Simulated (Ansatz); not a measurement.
NaF (model structure, started from the NiAs type, P6₃/mmc, No. 194, 4 atoms in the cell), treated with r²SCAN (Ansatz, an electronic-structure program, PAW).

Settings: plane-wave cutoff 560 eV, 12×12×8 k mesh (along the axes of the cell as run), Fermi–Dirac smearing 0.01 eV, scalar-relativistic PAW data made under PBE.

Cell (relaxed at this level):

```yaml
crystal:
  lattice:
    - [3.17792, 0.00000, 0.00000]
    - [-1.58896, 2.75216, 0.00000]
    - [0.00000, 0.00000, 5.56616]
  atoms:
    - { symbol: Na, position: [0.00000, 0.00000, 0.00000] }
    - { symbol: Na, position: [0.00000, 0.00000, 0.50000] }
    - { symbol: F, position: [0.33333, 0.66667, 0.25000] }
    - { symbol: F, position: [0.66667, 0.33333, 0.75000] }
```

Question: Give the computed band gap and bulk modulus.

Answer: 
- band gap: 7.18 eV (on the SCF k mesh)
- bulk modulus: 53.5 GPa

Note: the bulk modulus is −V dP/dV from two relaxed cells at ±2 % in volume; the relaxation could raise the start's symmetry but not lower it, so the cell can be a saddle point.

Computed values are for the static lattice.

A model structure was made by putting elements into a prototype or built by hand; it is no filed structure, need not be a known phase, and can be a saddle point held by its symmetry.
